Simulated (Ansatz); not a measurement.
Nb: energy against volume

Nb (bcc, Im-3m, 18.042 Å³/atom and stress up to 0.01 GPa in the relaxed cell, cube axes along x, y and z) under an equal strain ε along all three axes. r2SCAN in Ansatz, a plane-wave DFT program (PAW, default set), 500 eV, 28×28×28 Γ-centred mesh, Fermi-Dirac smearing 0.10 eV.

Here V stands for volume and E for E less E0.

| volume (Å³/atom) | E less E0 (meV/atom) | pressure (GPa) |
|---|---|---|
| 16.4661 | ? | ? |
| 16.9806 | 35.57 | 11.71 |
| 17.2418 | 19.49 | 8.53 |
| 17.5057 | 8.32 | 5.52 |
| 17.7723 | 1.87 | 2.68 |
| 18.0416 | 0.00 | 0.00 |
| 18.3136 | 2.53 | -2.53 |
| 18.5883 | 9.29 | -4.92 |
| 18.8657 | 20.14 | -7.17 |
| 19.1459 | 34.92 | -9.28 |

Q: Fit E against V with the third-order Birch-Murnaghan form, a cubic in V^(-2/3), and predict the withheld value at V = 16.4661.

A: With u = V^(-2/3) - 0.145, the rows have u = 0.006367, 0.004834, 0.003325, 0.001838, 0.000373, -0.001070, -0.002492, -0.003892, -0.005272. Least squares gives E = 0.236 - 1020.1·u + 1044220·u² - 1937529·u³. Residuals (row less fit): -0.002, 0.003, 0.003, -0.007, -0.001, 0.005, -0.003, 0.002, -0.001; standard error 0.004 (degrees of freedom: 5). Its minimum lies at u = 0.000489, so V0 = (0.145489)^(-3/2) = 18.02. There d²E/du² = 2083000 and d³E/du³ = -1.163e7, so B0 = (4/9) × 18.02^(-7/3) × 2083000 × 0.160218 = 174 GPa (the last factor turns the table's units into GPa), and B0' = 4 + (2/3) × 0.145489 × (-1.163e7)/2083000 = 3.5. B0' rests on the cubic coefficient alone and has a standard error of 0.1 from these residuals. At the withheld row, u = 0.009504, so E = 0.236 - 1020.1 × 0.009504 + 1044220 × 0.009504² - 1937529 × 0.009504³ = 83.198 meV/atom. The calculation gives 83.21 meV/atom, 0.012 meV/atom above the prediction (0.0 % of the range of E in the table). The row lies outside the fitted rows, so this is an extrapolation. The scatter of the fitted rows lies at the last printed digit.

In a metal these values are sensitive to mesh and smearing; energies are taken to zero smearing, stresses follow the free energy. The runs aren't spin-polarised. Other structures, which can take over under pressure, weren't tried. The same form fitted to the pressure column gives B0' = 3.6; series where the two differ by over 0.4 aren't shown. Rows are the converged runs of the series near zero and its far end, less any whose ions stayed unrelaxed beside relaxed ones; series whose fitted rows scatter by over a few per cent of the range, as at a crossing or softening among them, aren't shown in this form.
